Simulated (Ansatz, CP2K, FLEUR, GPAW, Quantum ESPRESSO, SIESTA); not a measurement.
**One structure in several programs: SrC2 (C2/c, 6 atoms in the cell)**

Self-consistent single point, at a second geometry (lattice scaled by 0.98). First geometry:

```
SrC2
1.0
    3.52913    -2.21584     0.00000
    3.52913     2.21584     0.00000
   -2.38547     0.00000     7.41439
Sr C
2 4
Direct
  0.17883   0.82117   0.75000
  0.82117   0.17883   0.25000
  0.42227   0.12839   0.55761
  0.57773   0.87161   0.44239
  0.87161   0.57773   0.94239
  0.12839   0.42227   0.05761
```

Shared settings, as Ansatz (a first-principles code) writes them: kpoints.mp_grid.grid = 6 6 3; scf.occupations.method = fixed. Potentials and cutoffs stand in the table.

```
code                                                                                                                                 model  ΔF from the first geometry (meV/atom)  pressure (GPa)  largest force (eV/Å)  gap on the mesh (eV)           cutoff
----------------  ------------------------------------------------------------------------------------------------------------------------  -------------------------------------  --------------  --------------------  --------------------  ---------------
Ansatz                                                                                                 LDA (PW92), PAW files made with PBE                                   -8.6            1.28                 1.862                 2.004          default
SIESTA            LDA PW92, numerical atomic orbitals DZP, PseudoDojo LDA standard norm-conserving potentials (rewritten from UPF to PSML)                                   25.8            6.94                 4.334                 2.948      grid 400 Ry
GPAW                                                                         LDA (Perdew-Wang 92), GPAW PAW datasets LDA (gpaw-data 1.0.1)                                   -5.8               –                 1.941                 2.016           950 eV
FLEUR                                                         LDA (Perdew-Zunger), all-electron FLAPW (FLEUR), scalar-relativistic valence                                   -6.3               –                 2.075                 1.975  Kmax 4.7 1/bohr
CP2K                                                  LDA (Pade form), GPW, DZVP-MOLOPT-SR-GTH basis, GTH-PADE potentials (GTH_POTENTIALS)                                  -13.0            0.87                 2.030                 1.947      grid 500 Ry
Quantum ESPRESSO                                                                       LDA (PZ), GBRV 1.5 ultrasoft (LDA) pseudopotentials                                   -6.6            1.58                 2.112                 2.011            40 Ry
```

Size of the force on each atom (eV/Å): Sizes of forces hide their directions.

```tsv
code	Sr1	Sr2	C3	C4	C5	C6
Ansatz	0.072	0.072	1.862	1.862	1.862	1.862
SIESTA	0.300	0.300	4.334	4.334	4.334	4.334
GPAW	0.080	0.080	1.941	1.941	1.941	1.941
FLEUR	0.072	0.072	2.075	2.075	2.075	2.075
CP2K	0.019	0.019	2.030	2.030	2.030	2.030
Quantum ESPRESSO	0.065	0.065	2.112	2.112	2.112	2.112
```

A dash marks a value that a program does not give, or that is left out as unsure.

Gaps are read on the mesh.

The spread over the programs that give each value: ΔF from the first geometry within 38.8 meV/atom; pressure within 6.07 GPa; largest force within 2.472 eV/Å; gap on the mesh within 1.001 eV.

SIESTA and CP2K use small atom-centred bases, whose incompleteness enters pressures, forces and empty levels differently from a plane-wave cutoff. FLEUR treats all electrons, but the usual bases taken here (sphere radii, linearisation, local orbitals, empty states) were not tested for convergence, so the values are no reference for the others. Ansatz's pressure is given at a fixed set of plane waves, as the other plane-wave codes print theirs; with its correction for the finite basis it is 1.43 GPa. The pressure of GPAW is left out: its cutoff lies under the one at which its stress was checked. The same LDA comes in different parametrisations, which differ slightly. In the pressure, SIESTA (by 5.51) lies more than 1 GPa from the median of the plane-wave programs. In the gap, SIESTA (by 0.936) lies more than 0.12 eV from the median of the plane-wave programs. In the force vectors, SIESTA (by 2.395), FLEUR (by 0.134), CP2K (by 0.097) and Quantum ESPRESSO (by 0.171) lie more than 0.08 eV/Å from the median of the plane-wave programs.

The starting cell comes from a database of computed structures (which also holds hypothetical and non-ambient phases and stackings), without a prior relaxation at this level. For this run, on top of that: lattice scaled by 0.98.

Left out of this page: ABINIT (with a known weakness of the program).

Keys are those of Ansatz 0.2.
